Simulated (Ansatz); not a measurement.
## HgSe, response to strain

Start from HgSe in the zinc blende structure (space group F-43m, No. 216).

```
HgSe
1.0
    0.00000     3.06660     3.06660
    3.06660     0.00000     3.06660
    3.06660     3.06660     0.00000
Se Hg
1 1
Direct
  0.25000   0.25000   0.25000
  0.00000   0.00000   0.00000
```

Cartesian axes are those of the cell as printed.

Strains are applied to the cell and any free atomic positions relax; under biaxial strain the out-of-plane vector relaxes too.

Level of theory: PBEsol (Ansatz, an electronic-structure program), no spin-orbit coupling, earlier PAW set.

Candidates:
(a) strain tensor (xx, yy, zz, yz, xz, xy) = (+2.39, −1.02, −0.94, +0.55, +1.02, −1.04) %
(b) strain tensor (xx, yy, zz, yz, xz, xy) = (+0.08, +0.06, −0.51, +0.76, −1.65, +1.53) %
(c) biaxial strain −4.62 %, plane normal [001], relaxed out of plane

Notes on the quantities. energy relative to the base: free energy F.

**Question.** Order them by energy relative to the base, highest first.

**Answer.** (c) biaxial strain −4.62 %, plane normal [001], relaxed out of plane (+16 meV/atom), (b) strain tensor (xx, yy, zz, yz, xz, xy) = (+0.08, +0.06, −0.51, +0.76, −1.65, +1.53) % (+4.6 meV/atom), (a) strain tensor (xx, yy, zz, yz, xz, xy) = (+2.39, −1.02, −0.94, +0.55, +1.02, −1.04) % (+3.1 meV/atom)

The mesh was chosen for an insulator and is coarse for the gapless case. Whether these cells are dynamically stable was not tested. All final runs are without spin polarisation.
